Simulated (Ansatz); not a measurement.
Take Sr in the fcc (Cu type) structure (space group Fm-3m, No. 225; a = 5.923 Å) as the base. Axes: x, y, z lie along the cube axes.

Computed with PBEsol/PAW in Ansatz (a quantum-chemistry and plane-wave program), without spin-orbit coupling.

For the base:

```
Property           Result
---------------  --------
Volume per atom  51.93 Å³
Band gap             zero
```

Perturbation: biaxial strain +0.50 %, plane normal [001], relaxed out of plane (Cartesian); in-plane vectors clamped, the third vector and the atoms free.

Q: Estimate the effect on the volume per atom and band gap.

A: The volume per atom grows by 0.16 Å³, from 51.93 Å³ to 52.09 Å³; the band gap remains zero.

No phonon test of stability was made.
